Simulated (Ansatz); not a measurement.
The starting structures come from a database of crystals and need not be the phases stable at ambient conditions.

Inside the gap of an insulator the Bloch states are evanescent, with a wavenumber k + iκ along the transport direction.

Consider the following.

```
CELL_PARAMETERS angstrom
      6.83233     0.00000     0.00000
      0.38621     9.15816     0.00000
      0.43145    -4.51191     3.30416
ATOMIC_POSITIONS crystal
  In 0.78130 0.72860 0.36070
  In 0.21870 0.27140 0.63930
  H  0.73760 0.36170 0.24590
  H  0.26240 0.63830 0.75410
  H  0.77900 0.62150 0.69190
  H  0.22100 0.37850 0.30810
  As 0.25920 0.87870 0.61710
  As 0.74080 0.12130 0.38290
  O  0.11060 0.65040 0.29450
  O  0.88940 0.34960 0.70550
  O  0.14800 0.14640 0.83580
  O  0.85200 0.85360 0.16420
  O  0.48100 0.76200 0.31560
  O  0.51900 0.23800 0.68440
  O  0.26190 0.92910 0.98590
  O  0.73810 0.07090 0.01410
  O  0.72300 0.54330 0.45630
  O  0.27700 0.45670 0.54370
```

Space group of this cell: P-1. The cell is taken as given; by PBEsol its mean pressure is -5.0 GPa.

Transport runs along the normal of the first two printed cell vectors.

The gap is the functional's own. No spin-orbit coupling. Mid-gap values are interpolated on the energy grid.

**Question.** Predict the band gap and the smallest decay constant κ at mid-gap from PBEsol in Ansatz (a first-principles code).

**Answer.** Gap 2.04 eV on a 6×6×10 mesh; κ = 0.276 1/Å, at the zone centre.
